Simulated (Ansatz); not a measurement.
Abridged Ansatz (a quantum-chemistry and plane-wave program) output:

```
Pseudopotential: Ba, paw, valence charge 10
Pseudopotential: Sb, paw, valence charge 15
Pseudopotential: Pt, paw, valence charge 18
Crystal: 3 atoms, lattice volume = 87.901 Å³
Basis set: ecut = 500 eV, 2243 PW (Γ), exchange–correlation on 144×144×144 points (64 copies of the dense FFT grid, shifted against one another)
Bands: 26, of which v1, the nominal top of the filled ones, is band 22 counted from 1 (21 counted from 0)
Symmetry: 12 space group operations
k-points: 114 of 1440 (time reversal used)
Functional: x = r2scan, c = r2scan + rvv10(b = 11.95, C = 0.0093); τ floored in thin density (d = 2e-4 eV/Å³)
SCF iter   1: F=—  HF=-24996.453401 eV  |F-HF|=—  |Δ(HF+E_count)|=         —  Δρ=9.96e-3  dr2=1.63e-1  dr2_τ=2.37e-2  ethr=1.77e-3  ⟨swp⟩=7.7  Hψ=14944  notcnv=0
SCF iter   2: F=—  HF=-24996.491199 eV  |F-HF|=—  |Δ(HF+E_count)|=   3.78e-2  Δρ=3.77e-3  dr2=2.48e-2  dr2_τ=4.72e-3  ethr=3.79e-4  ⟨swp⟩=2.9  Hψ=5351  notcnv=0  defer=11
SCF 1 converged in 11 iterations: F = -24996.486291 eV  dr2 = 2.65e-11
SCF converged after 11 iterations
Free energy (F): -24996.486291 eV
Internal energy: -24996.468440 eV  (E = F + TS)
E sigma→0 (E₀):  -24996.477365 eV
Entropy (-TS):   -0.017851 eV (-5.950 meV/atom)
Fermi energy:    11.135655 eV
--- Forces (eV/Å), atoms counted from 1 ---
  atom   1  Ba     0.00000000    -0.00000000     0.00000000
  atom   2  Sb    -0.00000000     0.00000000     0.00000000
  atom   3  Pt     0.00000000     0.00000000     0.00000000
--- Stress (GPa, compression-positive) ---
       -0.000062       0.000000       0.000000
        0.000000      -0.000062       0.000000
        0.000000       0.000000      -0.000881
  P = ⅓ Tr σ = -0.0003 GPa (-0.003 kbar)
```

Task: What was computed, and what are the main results?

Result: BaPtSb, 3 atoms in the cell, with plane-wave PAW DFT at the r2SCAN+rVV10 level (Ansatz, 500 eV), spin-orbit coupling left out. The last SCF converged to F = -24996.486291 eV, or -8332.1621 eV per atom, at a pressure of 0.00 GPa. The total energy compares only with runs of the same code, potentials and settings.

Stability against distortions was not tested. All final runs are without spin polarisation. An odd electron count without spin: BaPtSb. The cell is BaPtSb (space group P-6m2, No. 187; a cell from a computed database, its experimental status unchecked). BaPtSb has a high density of states at the Fermi level and may be magnetic at this level.
